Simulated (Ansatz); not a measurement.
Consider the following.

End structure of a constructed model of the (111) surface of fcc Ir, a layer of W in place of the third plane (bottom of the slab: a bare face, its two planes held):

```xyz
6
Lattice="2.7372 0.0000 0.0000 -1.3686 2.3705 0.0000 0.0000 0.0000 27.5000" Properties=species:S:1:pos:R:3 pbc="T T T"
Ir     0.0000     1.5803     8.0367
Ir     1.3686     0.7902    10.2716
Ir     0.0000     0.0000    12.5559
W      0.0000     1.5803    14.8206
Ir     1.3686     0.7902    17.0619
Ir     0.0000     0.0000    19.3234
```

Set-up: 6 atoms, 11.4 Å thick at the start with caps and adatoms (thin: gaps and levels are the slab's own); mesh 16x16x1; 0.1 eV smearing; dipole correction on; 2 atoms held, the rest relaxed; held to the start's symmetry, so lower structures may exist; no spin, no spin-orbit, no U. In PBE it lies 0.49 eV a 1x1 cell over the lowest computed structure of the same composition (a layer of W in place of the second plane).

What work function of the top face does PBE (Ansatz, a first-principles code) give?

5.67 eV
